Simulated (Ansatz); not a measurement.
Start from Mg2Ge in the anti-fluorite structure (space group Fm-3m, No. 225).

```yaml
crystal:
  lattice:
    - [0.00000, 3.18222, 3.18222]
    - [3.18222, 0.00000, 3.18222]
    - [3.18222, 3.18222, 0.00000]
  atoms:
    - { symbol: Mg, position: [0.25000, 0.25000, 0.25000] }
    - { symbol: Mg, position: [0.75000, 0.75000, 0.75000] }
    - { symbol: Ge, position: [0.00000, 0.00000, 0.00000] }
```

Method: Ansatz (a program for electronic structure), PBEsol, PAW, cutoff 420 eV, no spin-orbit coupling.

Before the change:

```
Item       Result
--------  -------
Band gap  0.08 eV
Pressure  0.0 GPa
```

It is then changed as follows: every lattice vector is shortened by 2.00 %; the atoms relax in the strained cell.

Predict the new band gap, pressure and energy relative to the base.

The band gap changes from 0.08 eV to zero; the pressure goes from zero to 3.6 GPa; the energy increases by 13 meV/atom.

Stability against distortions was not tested. All final runs are without spin polarisation. Gaps under 0.05 eV, about the width of the smearing, are given as zero. A zero or small gap of Mg2Ge can be the functional's error rather than a property of the material.
